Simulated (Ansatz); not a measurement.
Structures of equal composition on the (111) surface of fcc Al: a pseudomorphic layer of Ru in the host's stacking; a pseudomorphic layer of Ru in the other hollow. The slabs share one bottom face, and each structure is named by its start. These are constructed structures in small cells; real faces may alloy, dewet or reconstruct in larger ones, and not all known structures of the face are among them. Slabs of about 12 Å, Fermi-Dirac smearing of 0.1 eV. Bottom of the slabs: a bare face, its two planes held. Relaxed from the named starts with such symmetry as they have, on meshes of like density; energies extrapolated to zero smearing; spin only where a row says so; no spin-orbit coupling, no U. Brackets mark spin-polarised runs, whose order is one that fits the cell.

Calculation: PBE (plane waves to 420 eV, PAW; Ansatz, a program for electronic structure).

**Question.** Order them by energy per 1x1 cell (lowest first) at the level PBE.

**Answer.** a pseudomorphic layer of Ru in the host's stacking (0.000 eV), a pseudomorphic layer of Ru in the other hollow (0.071 eV)
